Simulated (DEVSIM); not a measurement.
Structure: abrupt Si n-p junction, at 400 K.

Layer 1 from the left is Si, thickness (μm) 3.00, Nd (cm⁻³) 1.7e19, τn (s) 2e-6, τp (s) 2e-6. Layer 2 from the left is Si, thickness (μm) 0.840, Na (cm⁻³) 8.1e16, τn (s) 2e-6, τp (s) 2e-6.

Left contact: ohmic. Right contact: ohmic. Voltage is applied to the left contact. Recombination: SRH at mid-gap, radiative. Mobility is μmin + (μ − μmin)/(1 + (N/Nref)^α).

Constants are typed, rounded textbook-type inputs, not results; the design itself was drawn at random and stands for no fabricated device. Values at 300 K; Nc and Nv go as T^1.5, mobilities as T to minus their exponent, the gap by Varshni's rule with the affinity fixed.

Si: gap (eV) 1.124, affinity (eV) 4.05, permittivity 11.7, Nc (cm⁻³) 2.86e19, Nv (cm⁻³) 3.1e19, μn (cm²/Vs) 1417, μp (cm²/Vs) 470, μn,min 52, μp,min 45, Nref,n 9.7e16, Nref,p 2.2e17, αn 0.68, αp 0.72, T exponent of μn 2.3, T exponent of μp 2.2, B (cm³/s) 4.7e-15, Varshni α (eV/K) 0.000473, Varshni β (K) 636.

DEVSIM, 1D drift-diffusion, Boltzmann statistics, complete ionisation; no tunnelling, impact ionisation, image-force lowering or self-heating.

Question: What does the simulation give for the largest field in the device at zero bias, the dark forward voltage at 100 A/cm², the dark forward voltage at 1 A/cm²?

Answer: largest field in the device at zero bias 280000 V/cm; dark forward voltage at 100 A/cm² 0.552 V; dark forward voltage at 1 A/cm² 0.391 V.
